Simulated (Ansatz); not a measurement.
The starting structures come from a database of crystals and need not be the phases stable at ambient conditions.

Evanescent states of SnH$_{8}$(NCl$_{3}$)$_{2}$ (Fm-3m, not sure to be the ambient phase, 17 atoms a cell, 15.3 Å³ an atom) along the normal of (110)

Method: r2SCAN (plane waves, PAW; Ansatz, a program for electronic structure).

No gap correction and no spin-orbit coupling; mid-gap values are interpolated between computed energies.

Energies count from the valence-band top; κ is the least over a 4×4 mesh across the current.

| E (eV) | κ (1/Å) | where |
|---|---|---|
| 0.07 | 0.134 | Γ |
| 0.23 | 0.212 | Γ |
| 0.38 | 0.255 | Γ |
| 0.53 | 0.285 | Γ |
| 0.68 | 0.301 | Γ |
| 0.82 | 0.308 | Γ |
| 0.97 | 0.313 | Γ |
| 1.12 | 0.316 | Γ |
| 1.27 | 0.317 | Γ |
| 1.43 | 0.316 | Γ |
| 1.57 | 0.312 | Γ |
| 1.73 | 0.306 | Γ |
| 1.88 | 0.297 | Γ |
| 2.02 | 0.285 | Γ |
| 2.17 | 0.270 | Γ |
| 2.33 | 0.250 | Γ |
| 2.48 | 0.224 | Γ |
| 2.62 | 0.189 | Γ |
| 2.77 | 0.138 | Γ |

### Question
How thick must the barrier be to attenuate the transmission by 10^6 when the electrodes' Fermi level lies at 1.12 eV, and what attenuation does that film give at 2.77 eV?

### Answer
d = 6 ln 10 / (2 × 0.316) = 21.9 Å. At 2.77 eV it gives 6 × 0.138/0.316 = 2.6 decades.
